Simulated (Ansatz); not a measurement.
The reference is MgSnO$_{3}$ in the cubic perovskite structure (space group Pm-3m, No. 221; a = 3.987 Å; a hypothetical phase, not in the database extracts checked).

Levels (all Ansatz, an electronic-structure program, PAW): PBEsol (420 eV, without spin-orbit coupling); PBEsol+SOC (420 eV, spin-orbit coupling included).

The geometry is relaxed with PBEsol.

| Property | Result |
|---|---|
| PBEsol lowest conduction level above the VBM at special points | Γ 0.97 eV; R 2.64 eV; X 4.34 eV; M 4.72 eV |
| PBEsol pressure | 0.01 GPa |
| PBEsol smallest direct gap | 2.09 eV |

**Question.** What does PBEsol+SOC give at this geometry for the lowest conduction level above the VBM at special points, pressure, hole mass and smallest direct gap?

**Answer.** The lowest conduction level above the VBM at special points becomes Γ 0.96 eV; R 2.64 eV; X 4.33 eV; M 4.72 eV (PBEsol: Γ 0.97 eV; R 2.64 eV; X 4.34 eV; M 4.72 eV); the pressure is nearly the same (0.01 GPa against -0.02 GPa); the hole mass (degenerate bands, along [100]) comes out as 0.82, 2.3 mₑ (at R); the smallest direct gap is nearly the same (2.09 eV against 2.08 eV).

Single points use the geometry relaxed with PBEsol. Differences between runs with and without spin-orbit coupling are approximate. Effective masses come from finite differences of ±0.01 Å⁻¹. No phonon test of stability was made. Many cubic perovskites are stable only at high temperature; tilts and polar distortions were not tested.
